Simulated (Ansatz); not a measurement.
An Ansatz (a quantum-chemistry and plane-wave program) run: Ru with a change (uniaxial strain ε_zz = −1.50 %); PBE (Ansatz; PAW; 420 eV plane waves; spin-orbit coupling left out).

Input:

Ansatz 0.2 input:
```yaml
crystal:
  lattice:
    - [2.7219140868, 0, 0]
    - [-1.3609570434, 2.3572467461, 0]
    - [0, 0, 4.2295722855]
  atoms:
    - { symbol: Ru, position: [0.6666666667, 0.3333333333, 0.75] }
    - { symbol: Ru, position: [0.3333333333, 0.6666666667, 0.25] }
basis: { ecutwfc: 420, ecutrho_ratio: 4, xc_grid: 2, fft_grid_basis: typed }
kpoints: { mp_grid: { grid: [24, 24, 14] } }
hamiltonian:
  xc: pbe
  dispersion: none
  pseudopotentials: { kind: paw }
scf: { occupations: { method: fermi_dirac, width: 0.1 }, convergence: { dr2_threshold: 0.0000000002 } }
relax: { f_tol: 0.005, max_steps: 50 }
output: { forces: true, stress: true }
checkpoint: { write: state.ck, write_every: 1000 }
```

Output:

```
Relaxation: its limit of steps is 50 (relax.max_steps)
WARN ansatz: RAYON_NUM_THREADS=1 ignored (pool sized by the plan → 1); use --threads N
Pseudopotentials: kind: paw
Pseudopotential: Ru, paw, valence charge 16
Functional definition: PBE
Crystal: 2 atoms, lattice volume = 27.138 Å³
Basis set: ecut = 420 eV, 537 PW (Γ), exchange–correlation on 40×40×60 points (8 copies of the dense FFT grid, shifted against one another)
Bands: 20, of which v1, the nominal top of the filled ones, is band 16 counted from 1 (15 counted from 0)
Symmetry: 24 space group operations
Space group: P63/mmc (ITA 194), of the structure as read, at distance tolerance 3.0e-5 Å
k-points: 488 of 8064
Initial density: superposition of atomic densities (neutral atoms: chi_scale 0, normalization atom), corrected by the library's trained network
Initial wavefunctions: pseudopotential atomic-orbital guess
Eigensolver: davidson
Functional: x = pbe(κ = 0.804, μ = 0.2195149727645171), c = pbe(β = 0.06672455060314922)
SCF iter   1: F=—  HF=-11757.388352 eV  |F-HF|=—  |Δ(HF+E_count)|=         —  Δρ=6.59e-3  dr2=2.38e-3  ethr=1.77e-3  ⟨swp⟩=5.0  Hψ=89676  notcnv=0  defer=85
all-band conjugate gradients solve this SCF's bands
automatic band count: the SCF goes on with 24 bands, as 20 were too few: the levels above may hold too much charge
preconditioner: auto → none
SCF iter   2: F=—  HF=-11757.390283 eV  |F-HF|=—  |Δ(HF+E_count)|=   1.93e-3  Δρ=3.86e-3  dr2=8.55e-4  ethr=7.45e-6  ⟨swp⟩=2.0  Hψ=19720  notcnv=0  defer=112
SCF iter   3: F=—  HF=-11757.391394 eV  |F-HF|=—  |Δ(HF+E_count)|=   1.11e-3  Δρ=3.11e-4  dr2=1.04e-5  ethr=2.67e-6  ⟨swp⟩=2.1  Hψ=14685  notcnv=0  defer=112
SCF iter   4: F=—  HF=-11757.391363 eV  |F-HF|=—  |Δ(HF+E_count)|=   3.14e-5  Δρ=1.24e-4  dr2=6.67e-7  ethr=3.25e-8  ⟨swp⟩=2.0  Hψ=19111  notcnv=0  defer=112
SCF iter   5: F=—  HF=-11757.391364 eV  |F-HF|=—  |Δ(HF+E_count)|=   7.72e-7  Δρ=3.40e-5  dr2=4.32e-8  ethr=2.09e-9  ⟨swp⟩=3.0  Hψ=18163  notcnv=0  defer=112
SCF iter   6: F=—  HF=-11757.391364 eV  |F-HF|=—  |Δ(HF+E_count)|=   9.70e-8  Δρ=2.16e-6  dr2=2.35e-10  ethr=1.35e-10  ⟨swp⟩=2.6  Hψ=17655  notcnv=0  defer=112
SCF iter   7: F=-11757.391364 eV  HF=-11757.391364 eV  |F-HF|=3.64e-12  |Δ(HF+E_count)|=  2.18e-10  Δρ=4.12e-7  dr2=7.64e-12  ethr=1.00e-12  ⟨swp⟩=4.0  Hψ=33279  notcnv=0
SCF 1 converged in 7 iterations: F = -11757.391364 eV  dr2 = 7.64e-12
relax step   1: F+E_penalty+E_count = -11757.39136388 eV  Δ(F+E_penalty+E_count) = +0.000e0 eV  max|allowed force component| = 8.327e-17 eV/Å  Δτ_max = 0.0000 Å  (7 SCF iters, accepted)
the relaxation is at rest under the 24 symmetry operations that the run kept from its start: a minimum is not shown …
SCF converged after 7 iterations
Free energy (F): -11757.391364 eV
Harris-Foulkes:  -11757.391364 eV  (|F-HF|=3.64e-12)
Internal energy: -11757.336115 eV  (E = F + TS)
E sigma→0 (E₀):  -11757.363739 eV
Entropy (-TS):   -0.055249 eV (-27.625 meV/atom)
Fermi energy:    23.555747 eV
--- Per-component energies (eV) ---
  E_band       = -105.625263
  E_kinetic    = 1029.016781
  E_local      = -2516.073900  (includes V_loc(G=0)·N_el)
  E_nonlocal   = 685.946503
  E_hartree    = 808.836935
  E_xc         = -381.483241
  E_vxc        = -478.984918  (∫ρ·V_xc dr)
  E_paw        = -6921.393364  (= ΣΔE_a)
  E_vpaw       = -443.203191  (= ΣTr[D̂ρ^β])
  E_aug_tail   = -0.000384  (compensation charges beyond the density's cutoff)
  E_ewald      = -4462.185445
  E_smearing   = -0.055249  (= −TS)
  E_closure    = -0.000000  (closes the sum)
  Σ components = -11757.391364   (vs F -11757.391364, Δ=0.00e0)
  [band-id]    e_kinetic+e_local+e_nonlocal+2·e_hartree+e_vxc+e_vpaw+e_augmentation_tail = -105.625239   (vs E_band -105.625263, Δ=2.42e-5)
--- Forces (eV/Å), atoms counted from 1 ---
  atom   1  Ru    -0.00000000    -0.00000000     0.00000000
  atom   2  Ru     0.00000000     0.00000000    -0.00000000
  max |Σ_I F_I| component: 2.31e-17 eV/Å
--- Stress (GPa, compression-positive) ---
        2.739672       0.000000      -0.000000
        0.000000       2.739672       0.000000
       -0.000000       0.000000      10.072447
  P = ⅓ Tr σ = 5.1839 GPa (51.839 kbar)
  The stress holds the Pulay correction. Without it, at fixed plane waves, as pw.x and ABINIT print it: P = 5.1094 GPa
  The stress includes an estimate of the error left by incomplete SCF convergence (largest component -0.0002 GPa).
--- Band table ---
  band table: none
--- Relaxed structure (1 steps of the walk, 1 accepted, 0 SCFs on fresh bases) ---
  F+E_penalty+E_count = -11757.39136388 eV   max|allowed force component| = 8.327e-17 eV/Å
  atoms:
    - { symbol: Ru, position: [0.6666666666666666, 0.3333333333333333, 0.7500000000000001] }
    - { symbol: Ru, position: [0.3333333333333333, 0.6666666666666666, 0.25000000000000006] }
```

No phonon test of stability was made. All final runs are without spin polarisation. The cell was made from Ru in the hcp (Mg type) structure (space group P6_3/mmc, No. 194) by this change: uniaxial strain ε_zz = −1.50 %.
